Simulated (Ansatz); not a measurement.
## How the band gap of BN (model structure, within 0.1 Å of P6₃/mmc, No. 194, 8 atoms in the cell) moves with the method

No measured value is used here.

```tsv
level (code)	value (eV)
LDA (Ansatz)	4.04 (indirect)
PBE (Ansatz)	4.23 (indirect)
PBEsol (Ansatz)	4.13 (indirect)
r²SCAN (Ansatz)	4.78 (indirect)
HSE06 (Ansatz)	5.53 (indirect)
```

Computed values are for a static lattice.  LDA, PBE, PBEsol, r²SCAN: the gap is read on the k mesh or supercell of the run alone and can be too large. Values are at the PBE-D3(BJ) cell. Cutoffs and k meshes differ between the levels. Ansatz's density-functional and Hartree–Fock values are scalar-relativistic unless marked +SOC, with PAW data made under PBE.

A model structure was made by putting elements into a prototype or built by hand; here it ended with the formula and space group of a phase in our tables.

Ansatz is a program for electronic structure.
